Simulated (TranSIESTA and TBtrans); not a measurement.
Run with TranSIESTA and TBtrans (open boundaries, self-consistent; PseudoDojo norm-conserving potentials, scalar-relativistic): PAO.BasisSize DZP, PAO.EnergyShift 0.15 eV, XC.Authors PBE, Mesh.Cutoff 200 Ry, ElectronicTemperature 300 K, TS.Voltage 0.0 eV, TBT.Elecs.Eta 0.001 eV, no spin polarisation.

System: Cu chain with one bond stretched by 0.6 Å. Leads: straight Cu chain, spacing 2.185 Å. Geometry: as built, not relaxed.

Problem. Predict: conductance at 300 K (G0 = 2e²/h); thermopower (μV/K); mean T from −0.5 to 0.5 eV.

Solution. conductance at 300 K (G0 = 2e²/h): 1.57; thermopower (μV/K): 69; mean T from −0.5 to 0.5 eV: 1.72. The leads' channel count changes near -0.01 eV, within the thermal window, so values at the Fermi level hang on where that band edge falls. The straight chain is held at its spacing; free chains may zigzag or dimerise. No spin-polarised start was tried, so a magnetic state, if there is one, is missed.
